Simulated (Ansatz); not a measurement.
The parent structure is SrTiO₃ in the cubic perovskite structure (space group Pm-3m, No. 221; a = 3.891 Å). Axes: x, y, z lie along the cube axes.

Level of theory: plane-wave PAW DFT at the PBEsol level (Ansatz, a first-principles code, 420 eV), no spin-orbit coupling.

Strains are applied to the cell and any free atomic positions relax; under biaxial strain the out-of-plane vector relaxes too.

One change was made to it. Results:

```json
[
 {"quantity": "volume per atom", "base": "11.78 Å³", "after": "11.30 Å³"},
 {"quantity": "energy relative to the base (free energy F)", "base": "0 meV/atom", "after": "+29 meV/atom"},
 {"quantity": "band gap", "base": "1.85 eV", "after": "1.81 eV"}
]
```

Task: What was done to the base?
(A) biaxial strain −2.40 %, plane normal [001], relaxed out of plane
(B) biaxial strain −1.80 %, plane normal [001], relaxed out of plane
(C) biaxial strain −3.00 %, plane normal [001], relaxed out of plane
(D) biaxial strain −0.60 %, plane normal [001], relaxed out of plane

Result: C, biaxial strain −3.00 %, plane normal [001], relaxed out of plane. For comparison, the energy relative to the base in the other runs: biaxial strain −2.40 %, plane normal [001], relaxed out of plane gives +18 meV/atom; biaxial strain −1.80 %, plane normal [001], relaxed out of plane gives +9.9 meV/atom; biaxial strain −0.60 %, plane normal [001], relaxed out of plane gives +1.0 meV/atom.

No phonon test of stability was made. All final runs are without spin polarisation. Many cubic perovskites are stable only at high temperature; tilts and polar distortions were not tested.
